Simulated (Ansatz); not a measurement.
# How far PBE and PBEsol part for SiC, pressure −1 GPa

The parent structure is SiC (space group P6_3mc, No. 186; a = 3.095 Å, c = 15.186 Å).

(Cell as relaxed with PBE.)

Levels (all Ansatz, a program for electronic structure, PAW, earlier PAW set): PBE (420 eV, no spin-orbit coupling); PBEsol (420 eV, no spin-orbit coupling).

Each level relaxes its own structure.

```tsv
base	PBE	PBEsol
volume per atom	10.50 Å³	10.34 Å³
lattice parameter a	3.095 Å	3.079 Å
```

Modification: a negative pressure, −1 GPa.

```tsv
quantity	PBE	PBEsol
shortest interatomic distance	1.897 Å	___
c/a ratio	4.907	___
```

Problem. Given the PBE results, estimate those of PBEsol.

Solution. 
- shortest interatomic distance, PBEsol: 1.887 Å
- c/a ratio, PBEsol: 4.907

PBE's shortest interatomic distance lies 0.010 Å above PBEsol's (0.5 %); the two agree on the c/a ratio. Neither level is exact; PBEsol is the comparison here, not a measurement.

Load acts through the strain it causes; cell and atoms are relaxed under it. Whether these cells are dynamically stable was not tested.
